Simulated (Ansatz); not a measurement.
## Element substitutions in SiC

Start from SiC in the zinc blende structure (space group F-43m, No. 216; a = 4.357 Å).

Each row replaces one element on all its sites; cell and atoms are relaxed.

The values are results of Kohn–Sham DFT with the r2SCAN functional, run in Ansatz (a quantum-chemistry and plane-wave program) with PAW and 500 eV plane waves, without spin-orbit coupling, earlier PAW set, not measurements.

For the base:

```
Property            Value
---------------  --------
Volume per atom  10.34 Å³
```

Question: The aim is a volume per atom between 17.65 Å³ and 19.05 Å³. Which of these changes reaches it?
(A) C → Pb
(B) Si → Pb
(C) Si → Mg

Answer: B, Si → Pb. It gives 18.63 Å³; C → Pb gives 29.93 Å³; Si → Mg gives 16.00 Å³. Changes not listed may reach it too

Stability against distortions was not tested. As relaxed here, PbC, PbSi and MgC are hypothetical phases, not in the database extracts checked. All final runs are without spin polarisation.
